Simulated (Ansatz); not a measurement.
The reference is Mo in the bcc (W type) structure (space group Im-3m, No. 229; a = 3.1296 Å). Axes: x, y, z lie along the cube axes.

All numbers come from PBEsol (Ansatz, a program for electronic structure), no SOC.

Strains are applied to the cell and any free atomic positions relax; under biaxial strain the out-of-plane vector relaxes too; under stress the whole cell relaxes.

One change was made to it. Results:

The shortest interatomic distance decreases by 1.3 pm to 269.7 pm; the energy increases by 1.1 meV/atom; the band gap stays zero.

Which of these changes matches the shifts?
(A) biaxial strain −2.69 %, plane normal [001], relaxed out of plane
(B) uniaxial strain ε_yy = −0.35 %
(C) uniaxial stress, 5 GPa tension along x
(D) tensor shear ε_xz = −0.74 %

D, tensor shear ε_xz = −0.74 %. For comparison, the shortest interatomic distance in the other runs: biaxial strain −2.69 %, plane normal [001], relaxed out of plane gives 268.1 pm; uniaxial strain ε_yy = −0.35 % gives 270.7 pm; uniaxial stress, 5 GPa tension along x gives 271.6 pm.

Without a gap, meshes like the base's 21×21×21 leave anisotropic stresses uncertain by several tenths of a GPa, and small strain energies with them. Stability under load was not tested beyond the relaxation. All final runs are without spin polarisation.
